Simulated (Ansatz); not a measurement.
```xyz
21
Lattice="2.8859 0.0000 0.0000 -1.4430 2.4993 0.0000 0.0000 0.0000 45.2000" Properties=species:S:1:pos:R:3 pbc="T T T"
N      0.0000     1.6662     9.1150
Si     0.0000     0.0000     9.6401
N      0.0000     0.0000    11.3909
Mo     0.0000     1.6662    12.6439
N      0.0000     0.0000    13.8964
Si     0.0000     0.0000    15.6460
N      0.0000     1.6662    16.1671
N      1.4430     0.8331    19.0780
Si     0.0000     1.6662    19.5978
N      0.0000     1.6662    21.3475
Mo     1.4430     0.8331    22.6000
N      0.0000     1.6662    23.8523
Si     0.0000     1.6662    25.6019
N      1.4430     0.8331    26.1229
N     -1.4430     2.4993    29.0337
Si     1.4430     0.8331    29.5535
N      1.4430     0.8331    31.3033
Mo    -1.4430     2.4993    32.5559
N      1.4430     0.8331    33.8090
Si     1.4430     0.8331    35.5597
N     -1.4430     2.4993    36.0848
```

The numbers are results of PBE+D3(BJ) (plane waves to 420 eV, PAW; Ansatz, a quantum-chemistry and plane-wave program), not measurements. Spin–orbit coupling is left out; the runs are not spin-polarised; PBE gaps are too small against experiment. Its k-point mesh 12×12×1, Fermi–Dirac width 0.01 eV. A dipole correction is on.

Problem. Name the layers and their stacking, and give its gap.

Solution. 3 layers of MoSi2N4-NoverMo, started at parallel, shifted by (1/3,2/3) (facing atoms over hollows or bridges).
The step of the vacuum level across the stack (top less bottom) is +0.29 eV and the PBE gap over the mesh and listed points off it is 1.72 eV, indirect (lowest direct gap 2.10 eV). The valence and conduction edges under the vacuum level of the lower face comes out as 5.22 and 3.51 eV.
